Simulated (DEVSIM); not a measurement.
Device: abrupt Ge p-n junction, at 300 K.

| layer (left to right) | material | thickness (μm) | Nd (cm⁻³) | Na (cm⁻³) | τn (s) | τp (s) |
|---|---|---|---|---|---|---|
| 1 | Ge | 1.20 | - | 1.1e18 | 9.5e-7 | 9.5e-7 |
| 2 | Ge | 240 | 1.8e18 | - | 9.5e-7 | 9.5e-7 |

Left contact: ohmic. Right contact: ohmic. Voltage is applied to the left contact. Recombination: SRH at mid-gap, radiative, Auger. Mobility is constant in doping.

This is a model device: material constants are rounded textbook-type values typed into the input, and sizes, dopings and lifetimes were drawn at random. Values at 300 K.

```
parameter           Ge
-------------  -------
gap (eV)         0.664
affinity (eV)        4
permittivity        16
Nc (cm⁻³)      1.04e19
Nv (cm⁻³)         6e18
μn (cm²/Vs)       3900
μp (cm²/Vs)       1900
B (cm³/s)      6.4e-14
Cn (cm⁶/s)       1e-31
Cp (cm⁶/s)       1e-31
```

Model (solved in DEVSIM): 1D drift-diffusion, Boltzmann statistics, complete ionisation; no tunnelling, impact ionisation, image-force lowering or self-heating.

Question: Tabulate band edges, carrier densities and field at zero bias.

Answer: Energies count from the Fermi level of the right contact; mesh points crowd at the junctions.

| x (μm) | Ec (eV) | Ev (eV) | n (cm⁻³) | p (cm⁻³) | field (V/cm) |
|---|---|---|---|---|---|
| 0.000 | 0.620 | -0.044 | 4.0e8 | 1.1e18 | ≈ 0 |
| 0.04161 | 0.620 | -0.044 | 4.0e8 | 1.1e18 | ≈ 0 |
| 0.1594 | 0.620 | -0.044 | 4.0e8 | 1.1e18 | ≈ 0 |
| 0.4659 | 0.620 | -0.044 | 4.0e8 | 1.1e18 | ≈ 0 |
| 1.008 | 0.620 | -0.044 | 4.0e8 | 1.1e18 | ≈ 0 |
| 1.143 | 0.620 | -0.044 | 4.0e8 | 1.1e18 | -27 |
| 1.196 | 0.382 | -0.282 | 4.0e12 | 1.1e14 | -230000 |
| 1.254 | 0.045 | -0.619 | 1.8e18 | 2.4e8 | ≈ 0 |
| 1.393 | 0.045 | -0.619 | 1.8e18 | 2.4e8 | ≈ 0 |
| 1.779 | 0.045 | -0.619 | 1.8e18 | 2.4e8 | ≈ 0 |
| 2.920 | 0.045 | -0.619 | 1.8e18 | 2.4e8 | ≈ 0 |
| 8.160 | 0.045 | -0.619 | 1.8e18 | 2.4e8 | ≈ 0 |
| 20.55 | 0.045 | -0.619 | 1.8e18 | 2.4e8 | ≈ 0 |
| 54.92 | 0.045 | -0.619 | 1.8e18 | 2.4e8 | ≈ 0 |
| 173.4 | 0.045 | -0.619 | 1.8e18 | 2.4e8 | ≈ 0 |
| 217.8 | 0.045 | -0.619 | 1.8e18 | 2.4e8 | ≈ 0 |
| 232.8 | 0.045 | -0.619 | 1.8e18 | 2.4e8 | ≈ 0 |
| 238.3 | 0.045 | -0.619 | 1.8e18 | 2.4e8 | ≈ 0 |
| 240.5 | 0.045 | -0.619 | 1.8e18 | 2.4e8 | ≈ 0 |
| 241.0 | 0.045 | -0.619 | 1.8e18 | 2.4e8 | ≈ 0 |
| 241.1 | 0.045 | -0.619 | 1.8e18 | 2.4e8 | ≈ 0 |
| 241.2 | 0.045 | -0.619 | 1.8e18 | 2.4e8 | ≈ 0 |
